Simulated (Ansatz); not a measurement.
**How the bulk modulus of ZnS (model structure, started from the litharge type, P4/nmm, No. 129, 4 atoms in the cell) moves with the method**

No measured value is used here.

| level (code) | value (GPa) | cell (Å³/atom) |
|---|---|---|
| LDA (Ansatz) | ? | 21.92 |
| PBEsol (Ansatz) | 1.30 | 26.00 |
| r²SCAN (Ansatz) | 6.11 | 24.62 |

Q: Complete the blanks.

A: 
- LDA (Ansatz, a program for electronic structure), value (GPa): 9.23

LDA, PBEsol, r²SCAN: the bulk modulus is −V dP/dV from two relaxed cells at ±2 % in volume. Each level is taken at its own relaxed cell. Cutoffs differ between the levels. Ansatz's density-functional and Hartree–Fock values are scalar-relativistic unless marked +SOC, with PAW data made under PBE.

A model structure was made by putting elements into a prototype or built by hand; it is no filed structure, need not be a known phase, and can be a saddle point held by its symmetry.
